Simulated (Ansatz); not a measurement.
**Cubic perovskite CsHgCl3: properties by level of theory**

Reference values: lattice constant a 5.41 Å (measured, temperature not stated, no zero-point or thermal correction; as tabulated in Moreira and Dias (2007), arXiv:cond-mat/0703451).

```json
[
 {"level (code)": "PBEsol+SOC (Ansatz)", "lattice constant a (Å)": "?", "bulk modulus (GPa)": "34.7", "band gap (eV)": "0.00"},
 {"level (code)": "r²SCAN+SOC (Ansatz)", "lattice constant a (Å)": "5.318", "bulk modulus (GPa)": "34.3", "band gap (eV)": "0.00"},
 {"level (code)": "HSE06 (Ansatz)", "lattice constant a (Å)": "?", "bulk modulus (GPa)": "?", "band gap (eV)": "?"}
]
```

What belongs in the gaps?


- PBEsol+SOC (Ansatz, a quantum-chemistry and plane-wave program), lattice constant a (Å): 5.260
- HSE06 (Ansatz), lattice constant a (Å): 5.342
- HSE06 (Ansatz), bulk modulus (GPa): 31.9
- HSE06 (Ansatz), band gap (eV): 0.51

Computed values are for a static lattice. Spin–orbit coupling is included only where a level's name says +SOC; with heavier elements it mostly lowers gaps and can invert bands. A gap of zero means that the bands touch or overlap; how far they overlap is not shown.  PBEsol+SOC, r²SCAN+SOC, HSE06: the relaxation could not lower the start's symmetry, so the cell can be a saddle point above a distorted one. Each level is taken at its own relaxed cell. Cutoffs and k meshes differ between the levels. Ansatz's density-functional and Hartree–Fock values are scalar-relativistic unless marked +SOC, with PAW data made under PBE.

Caveats: the relaxation could not lower the start's symmetry, so the cell can be a saddle point above a distorted one (PBEsol+SOC, r²SCAN+SOC, HSE06). Ansatz's density-functional and Hartree–Fock values are scalar-relativistic unless marked +SOC, with PAW data made under PBE.

Static lattice: no zero-point or thermal effects.
